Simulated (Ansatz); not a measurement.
Band structure of a (101) slab of Sr2CuPtO2 (cut from a parent of space group no. 123; 12 atoms in the cell).

```
CuPtSr2O2
1.0
    3.92464     0.00000     0.00000
    0.00000     8.02767     0.00000
    0.00000     0.00000    18.02180
Sr Cu Pt O
4 2 2 4
Direct
  0.50000   0.82411   0.33293
  0.50000   0.21812   0.43129
  0.50000   0.58510   0.52290
  0.50000   0.97910   0.62126
  0.00000   0.52111   0.38211
  0.00000   0.28210   0.57208
  0.00000   0.90161   0.47709
  0.00000   0.66259   0.66707
  0.50000   0.52111   0.38211
  0.00000   0.40161   0.47709
  0.50000   0.28210   0.57208
  0.00000   0.16259   0.66707
```

Method of the run: revPBE, default PAW files made with PBE (plane waves; Ansatz, a first-principles code).

Settings: basis.ecutwfc = 420 eV; kpoints.mp_grid.grid = 6 3 1; hamiltonian.xc = revpbe; hamiltonian.pseudopotentials = {kind: paw} (the program's default PAW files); scf.occupations.method = cold; scf.occupations.width = 0.2 eV; kpoints.band_path.npoints = 10; efield.axis = 3; efield.dipole_correction = true.

The starting cell comes from a database of computed structures (which also holds hypothetical and non-ambient phases and stackings), without a prior relaxation at this level. The slab is cut from that crystal, and its faces are unrelaxed. Spin-orbit coupling is off. Spin polarisation is off, so a magnetic state, if there is one, cannot be reached.

Levels in eV from the Fermi level, bands 66 to 73:
| point | 66 | 67 | 68 | 69 | 70 | 71 | 72 | 73 |
|---|---|---|---|---|---|---|---|---|
| Γ | -0.29 | -0.23 | -0.22 | -0.14 | -0.11 | -0.07 | 1.00 | 1.36 |
| X | -0.26 | -0.22 | -0.17 | 0.59 | 0.68 | 0.97 | 1.31 | 1.82 |
| S | -0.25 | -0.23 | -0.04 | 0.58 | 0.82 | 1.14 | 1.32 | 1.68 |
| Y | -0.29 | -0.17 | -0.14 | -0.12 | -0.08 | 0.11 | 0.49 | 1.41 |

Bands cross the Fermi level along this path, so the cell is metallic at this level.

Keys are those of Ansatz 0.2.
